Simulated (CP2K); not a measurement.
Band structure of SrZn₅ (P6/mmm, 6 atoms in the cell).

```yaml
crystal:
  lattice:
    - [5.48629, 0.00000, 0.00000]
    - [-2.74315, 4.75127, 0.00000]
    - [0.00000, 0.00000, 4.19856]
  atoms:
    - { symbol: Sr, position: [0.00000, 0.00000, 0.00000] }
    - { symbol: Zn, position: [0.66667, 0.33333, 0.00000] }
    - { symbol: Zn, position: [0.33333, 0.66667, 0.00000] }
    - { symbol: Zn, position: [0.50000, 0.00000, 0.50000] }
    - { symbol: Zn, position: [0.50000, 0.50000, 0.50000] }
    - { symbol: Zn, position: [0.00000, 0.50000, 0.50000] }
```

Level of theory: PBEsol, GPW, DZVP-MOLOPT-SR-GTH basis, GTH-PBE potentials (GTH_POTENTIALS) (CP2K).

Settings: CUTOFF = 600 Ry; REL_CUTOFF = 40 Ry; SMEAR/METHOD = FERMI_DIRAC; ELECTRONIC_TEMPERATURE = 1160.45 K; KPOINTS/SCHEME = MONKHORST-PACK 5 5 5; XC_FUNCTIONAL = PBE:PBESOL; Sr/BASIS_SET = DZVP-MOLOPT-SR-GTH-q10; Sr/POTENTIAL = GTH-PBE-q10; Zn/BASIS_SET = DZVP-MOLOPT-SR-GTH-q12; Zn/POTENTIAL = GTH-PBE-q12; METHOD = GPW; EPS_DEFAULT = 1e-10; EXTRAPOLATION = USE_GUESS; NGRIDS = 5.

The starting cell comes from a database of computed structures (which also holds hypothetical and non-ambient phases and stackings), without a prior relaxation at this level. Values carry the incompleteness of an atom-centred basis. The potentials were made for another functional than the one used.

Levels in eV from the Fermi level, bands 32 to 37:
```csv
point,32,33,34,35,36,37
Γ,-2.40,-2.40,-0.73,-0.03,-0.03,0.21
M,-2.81,-2.23,0.01,1.53,1.71,2.05
K,-4.40,0.48,0.48,0.74,0.74,0.99
A,-2.19,-1.20,-1.20,-0.24,-0.24,0.09
L,-4.64,-3.99,-1.33,-0.58,-0.26,1.30
H,-4.15,-4.15,-1.92,-1.66,1.89,1.89
```

Bands cross the Fermi level along this path, so the cell is metallic at this level.

Higher empty bands are left out: an atom-centred basis made for the valence describes them poorly.
